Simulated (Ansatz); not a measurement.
Take Be in the hcp (Mg type) structure (space group P6_3/mmc, No. 194; a = 2.257 Å, c = 3.553 Å) as the base.

Computed with PBEsol in Ansatz (plane waves to 420 eV, PAW, without spin-orbit coupling).

Before the change:

c/a ratio: 1.574
Lattice parameter a: 225.7 pm

Now apply this change: Ba takes the place of Be on all its sites; the structure is relaxed again.

Tabulated Pauling electronegativity and covalent radius: Be 1.57, 0.96 Å; Ba 0.89, 2.15 Å.

Problem. What happens to the c/a ratio and lattice parameter a?

Solution. The c/a ratio rises by 0.061, from 1.574 to 1.635; the lattice parameter a goes up by 208.4 pm (225.7 pm → 434.1 pm).

Whether these cells are dynamically stable was not tested. As relaxed here, Ba is a hypothetical phase, not in the database extracts checked.

Ansatz is a quantum-chemistry and plane-wave program.
